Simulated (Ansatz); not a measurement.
Base system: CdSiP₂ in the chalcopyrite structure (space group I-42d, No. 122).

```yaml
crystal:
  lattice:
    - [-2.86195, 2.86195, 5.29123]
    - [2.86195, -2.86195, 5.29123]
    - [2.86195, 2.86195, -5.29123]
  atoms:
    - { symbol: Cd, position: [0.75000, 0.25000, 0.50000] }
    - { symbol: Cd, position: [0.00000, 0.00000, 0.00000] }
    - { symbol: Si, position: [0.25000, 0.75000, 0.50000] }
    - { symbol: Si, position: [0.50000, 0.50000, 0.00000] }
    - { symbol: P, position: [0.17057, 0.12500, 0.54557] }
    - { symbol: P, position: [0.57943, 0.62500, 0.45443] }
    - { symbol: P, position: [0.37500, 0.82943, 0.95443] }
    - { symbol: P, position: [0.87500, 0.42057, 0.04557] }
```

Cartesian axes are those of the cell as printed.

Calculations: DFT with PBE, PAW potentials and a 420 eV plane-wave cutoff in Ansatz (a first-principles code), without spin-orbit coupling.

Base values:

The width of the top valence band is 0.81 eV.

Modification: uniaxial stress, 2 GPa tension along z, with the cell and atoms free to relax against it.

Task: Predict the new mean lateral Poisson ratio and width of the top valence band.

Result: The mean lateral Poisson ratio comes out as 0.34; the width of the top valence band drops by 0.07 eV to 0.74 eV.

The levels and masses belong to the bands next to the band gap. Load acts through the strain it causes; cell and atoms are relaxed under it. Stability under load was not tested beyond the relaxation.
